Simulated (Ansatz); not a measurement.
Relaxation of the outer planes of the (110) surface of rutile IrO2 in its 1x1 cell (cut with top plane O, bottom plane O), outermost plane spacing 0.75 Å in the ideal cut (one of several cuts of this face), with 2 O a cell over the bulk's ratio.

Level of theory: PBE (plane waves to 420 eV, PAW; Ansatz, a quantum-chemistry and plane-wave program).

Model: 20-atom slab, Ir6O14, 10.4 Å thick at the start (thin: gaps and levels are the slab's own), 12x6x1 mesh, Fermi-Dirac 0.1 eV, dipole correction, all atoms relaxed; start symmetry kept, larger cells not searched; no spin, no spin-orbit, no U.

```tsv
plane	atoms	bulk spacing to the next (Å)	relaxed spacing (Å)	change (%)	rumpling (Å)
1	O	0.749	0.678	-9.4	0.00
2	O	1.227	1.167	-4.9	0.00
```
